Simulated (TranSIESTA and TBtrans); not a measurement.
System: biphenyl-4,4'-diyl held by thiolate S between two Au chains. Leads: straight Au chain, spacing 2.55 Å. Geometry: 24 atoms about the centre moved by SIESTA (PBE, SZP) to a largest force of 0.04 eV/Å, all others as built. Transport runs along z; the first 6 and the last 6 of the 40 atoms are the lead cells, repeated to infinity.

```xyz
40
Lattice="13.232 0.000 0.000 0.000 13.232 0.000 0.000 0.000 55.043" Properties=species:S:1:pos:R:3 pbc="F F T"
Au     6.616     6.616     0.000
Au     6.616     6.616     2.550
Au     6.616     6.616     5.100
Au     6.616     6.616     7.650
Au     6.616     6.616    10.200
Au     6.616     6.616    12.750
Au     6.616     6.616    15.300
Au     6.616     6.616    17.850
Au     6.551     6.633    20.370
S      8.651     7.018    21.120
C      8.127     6.662    22.824
C      8.247     5.326    23.385
C      7.834     5.047    24.724
C      7.279     6.092    25.550
C      7.179     7.430    25.017
C      7.608     7.713    23.684
C      6.813     5.793    26.940
C      7.529     4.852    27.766
C      7.105     4.594    29.106
C      5.942     5.262    29.667
S      5.399     4.934    31.370
C      5.204     6.173    28.806
C      5.640     6.444    27.474
H      8.660     4.484    22.704
H      7.877     3.972    25.150
H      6.785     8.270    25.708
H      7.556     8.790    23.258
H      8.485     4.361    27.338
H      7.700     3.871    29.789
H      4.246     6.669    29.234
H      5.042     7.151    26.779
Au     6.625     6.680    32.123
Au     6.616     6.616    34.643
Au     6.616     6.616    37.193
Au     6.616     6.616    39.743
Au     6.616     6.616    42.293
Au     6.616     6.616    44.843
Au     6.616     6.616    47.393
Au     6.616     6.616    49.943
Au     6.616     6.616    52.493
```

Run with TranSIESTA and TBtrans (open boundaries, self-consistent; PseudoDojo norm-conserving potentials, scalar-relativistic): PAO.BasisSize DZP, PAO.EnergyShift 0.15 eV, XC.Authors PBE, Mesh.Cutoff 150 Ry, ElectronicTemperature 300 K, TS.Voltage 0.0 eV, TBT.Elecs.Eta 0.001 eV, no spin polarisation.

Energies count from the leads' Fermi level. Transmissions are for one spin of a degenerate pair. The energy step is 0.02 eV; narrower resonances are cut or missed.

| E (eV) | T |
|---|---|
| -0.20 | 0.161 |
| -0.16 | 0.180 |
| -0.12 | 0.262 |
| -0.08 | 0.208 |
| -0.04 | 0.179 |
| 0.00 | 0.166 |
| 0.04 | 0.176 |
| 0.08 | 0.176 |
| 0.12 | 0.176 |
| 0.16 | 0.176 |
| 0.20 | 0.176 |

Task: Give the zero-bias conductance in μS and the resistance at 300 K.

Result: At the Fermi level T = 0.166. Averaged with −∂f/∂E over the full grid (kT = 25.9 meV) it is 0.176. With G0 = 2e²/h = 77.48 μS, G = 13.6 μS and R = 1/G = 73.5 kΩ.

Task: The eigenchannels at the Fermi level transmit 0.166. What Fano factor of the shot noise follows at low temperature and bias?

Result: F = Σ τ(1 − τ)/Σ τ = 0.138/0.166 = 0.83.

The leads' channel count changes near -0.01 eV, within the thermal window, so values at the Fermi level hang on where that band edge falls. The leads are straight chains one atom wide, held at their spacing: model electrodes, not surfaces. Semilocal functionals put molecular levels too close to the Fermi level and tend to overestimate such conductances.
